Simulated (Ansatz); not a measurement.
Start from BeS in the rock salt structure (space group Fm-3m, No. 225; a = 4.590 Å; a hypothetical phase, not in the database extracts checked). Axes: x, y, z lie along the cube axes.

One thing is altered: a pure shear with ε_yz = ε_zy = -0.0356; the atoms relax in the strained cell.

Levels (all Ansatz, a program for electronic structure, PAW): PBEsol (420 eV, no SOC); r2SCAN (500 eV, scalar-relativistic without spin-orbit coupling); HSE06 (420 eV, scalar-relativistic without spin-orbit coupling).

One geometry, relaxed with PBEsol, under each level:

```tsv
level	band gap	lowest conduction level above the VBM at special points	pressure
PBEsol	0.32 eV	X 0.32 eV; T 0.50 eV; Σ₀ 1.29 eV; F₂ 1.29 eV	0.33 GPa
r2SCAN	0.69 eV	X 0.69 eV; T 0.87 eV; Σ₀ 1.76 eV; F₂ 1.76 eV	3.73 GPa
HSE06	?	?	–
```

Task: Give the withheld HSE06 results.

Result: 
- HSE06, band gap: 1.11 eV
- HSE06, lowest conduction level above the VBM at special points: X 1.11 eV; T 1.29 eV; Σ₀ 2.18 eV; Γ 6.08 eV

Single points use the geometry relaxed with PBEsol. Their cutoffs differ, which shifts pressures a little. HSE06 was sampled on its mesh, a few special points and the semilocal edge points, so its gap is an upper bound. No phonon test of stability was made. k-point labels follow each cell's own Brillouin zone.
